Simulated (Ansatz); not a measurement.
Base system: LaN in the CsCl type structure (space group Pm-3m, No. 221; a = 3.124 Å; a hypothetical phase, not in the database extracts checked; relaxed with 0.1 eV smearing). Axes: x, y, z lie along the cube axes.

Calculations: PBEsol/PAW in Ansatz (a first-principles code), no spin-orbit coupling.

A first run, uniaxial strain ε_yy = +1.75 %, gives secant values C11 ≈ 340 GPa and C12 ≈ 24 GPa from its stress. A second run applies biaxial strain +1.41 %, plane normal [001], relaxed out of plane.

Problem. What does linear elasticity predict for −ε⊥/ε∥ in the second run, and what does the run give?

Solution. Linear elasticity: 2 C12/C11 = 0.14. The run gives 0.15; any difference comes from nonlinear terms at these strains and numerical noise.

Whether these cells are dynamically stable was not tested. All final runs are without spin polarisation.
